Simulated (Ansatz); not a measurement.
A self-consistent single point of Hf2Ge (Fmm2, 6 atoms in the cell) with Ansatz (a first-principles code).

Computed with PBEsol, default PAW files made with PBE (plane waves; Ansatz).

```
CELL_PARAMETERS angstrom
     -3.28040     3.28040     2.63854
      3.28040    -3.28040     2.63854
      3.28040     3.28040    -2.63854
ATOMIC_POSITIONS crystal
  Hf 0.34424 0.15576 0.50000
  Hf 0.65576 0.84424 0.50000
  Hf 0.16115 0.66115 0.82230
  Hf 0.84424 0.34424 0.18848
  Ge 0.25000 0.25000 0.00000
  Ge 0.75000 0.75000 0.00000
```

Reference input (self-consistent single point, DFT, PBEsol, plane waves, default PAW files made with PBE): basis.ecutwfc = 420 eV; kpoints.mp_grid.grid = 4 4 4; hamiltonian.xc = pbesol; hamiltonian.pseudopotentials = {kind: paw} (the program's default PAW files); scf.occupations.method = fermi_dirac; scf.occupations.width = 0.1 eV. This run's input differs from it in these lines:

Ansatz 0.2 input:
```diff
@@ -14,3 +14,3 @@
 basis:
-  ecutwfc: 420.0
+  ecutwfc: 840.0
 kpoints:
```

The program printed (abridged):

```
SCF iter   1: F=—  HF=-70903.466835 eV  |F-HF|=—  |Δ(HF+E_count)|=         —  Δρ=4.39e-3  dr2=2.60e-2  ethr=1.77e-3  ⟨swp⟩=5.6  Hψ=4398  notcnv=0  defer=29
all-band conjugate gradients solve this SCF's bands
preconditioner: auto → Kerker (q_TF=auto, 2.798 Å⁻¹)
SCF iter   2: F=—  HF=-70903.462909 eV  |F-HF|=—  |Δ(HF+E_count)|=   3.93e-3  Δρ=2.61e-3  dr2=1.16e-2  ethr=1.97e-5  ⟨swp⟩=2.0  Hψ=2834  notcnv=0  defer=30
   [... lines left out ...]
SCF iter   6: F=—  HF=-70903.460044 eV  |F-HF|=—  |Δ(HF+E_count)|=   7.64e-5  Δρ=6.61e-5  dr2=5.76e-6  ethr=2.63e-8  ⟨swp⟩=2.0  Hψ=2272  notcnv=0  defer=30
SCF iter   7: F=—  HF=-70903.460042 eV  |F-HF|=—  |Δ(HF+E_count)|=   1.56e-6  Δρ=2.00e-5  dr2=3.18e-7  ethr=4.36e-9  ⟨swp⟩=2.0  Hψ=2567  notcnv=0  defer=30
SCF iter   8: F=—  HF=-70903.460042 eV  |F-HF|=—  |Δ(HF+E_count)|=   5.17e-9  Δρ=1.00e-5  dr2=8.31e-8  ethr=7.58e-11  ⟨swp⟩=9.1  Hψ=6383  notcnv=0
SCF iter   9: F=-70903.460042 eV  HF=-70903.460042 eV  |F-HF|=8.52e-8  |Δ(HF+E_count)|=   3.57e-9  Δρ=6.00e-6  dr2=3.57e-8  ethr=6.30e-11  ⟨swp⟩=4.7  Hψ=5503  notcnv=0
SCF 1 converged in 9 iterations: F = -70903.460042 eV  dr2 = 3.57e-8
Free energy (F): -70903.460042 eV
Internal energy: -70903.371914 eV  (E = F + TS)
E sigma→0 (E₀):  -70903.415978 eV
Entropy (-TS):   -0.088128 eV (-14.688 meV/atom)
Fermi energy:    18.981468 eV
--- Forces (eV/Å), atoms counted from 1 ---
  atom   1  Hf     0.02758347     0.05346525     0.00000000
  atom   2  Hf     0.05346525     0.02758347     0.00000000
  atom   3  Hf    -0.28501077    -0.28501077     0.00000000
  atom   4  Hf     0.14862331     0.14862331     0.00000000
  atom   5  Ge     0.02766487     0.02766487     0.00000000
  atom   6  Ge     0.02766487     0.02766487     0.00000000
--- Stress (GPa, compression-positive) ---
       -1.492241      -0.456961       0.000000
       -0.456961      -1.492241       0.000000
        0.000000       0.000000      -0.318353
  P = ⅓ Tr σ = -1.1009 GPa (-11.009 kbar)
  The stress holds the Pulay correction. Without it, at fixed plane waves, as pw.x and ABINIT print it: P = -1.1041 GPa
```

The run converged in 9 iterations. Against the reference run the free energy goes down by 1.4 meV/atom, the pressure moves little (-1.09 to -1.10 GPa) and the largest force stays at 0.403 eV/Å.

The starting cell comes from a database of computed structures (which also holds hypothetical and non-ambient phases and stackings), without a prior relaxation at this level. Its lattice was rescaled by up to half a per cent. One atom was moved a little off its site on purpose. Ansatz's pressure includes its estimate of the finite-basis (Pulay) stress.
